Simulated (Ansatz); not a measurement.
Consider Ir in the fcc (Cu type) structure (space group Fm-3m, No. 225; a = 3.844 Å). Axes: x, y, z lie along the cube axes.

Level of theory: Ansatz (a first-principles code) r2SCAN, scalar-relativistic without spin-orbit coupling.

The change: an isotropic linear strain of −1.01 %, atoms relaxed at fixed cell.

Q: Predict the stress tensor and what it implies for the stiffness.

A: Stress of the strained cell less that of the base (GPa, compression positive):
```
   12.4     0.0     0.0
    0.0    12.4     0.0
    0.0     0.0    12.4
```

Then B = −ΔP/(ΔV/V₀) with ΔV/V₀ = -0.0300 gives secant stiffness values (nonlinear terms included at this strain): B ≈ 414 GPa.

As a check, the harmonic strain energy −½ V₀ Δσ:ε is 17 meV/atom; the computed energy rise is 16 meV/atom.

No phonon test of stability was made. The final runs are not spin-polarised.
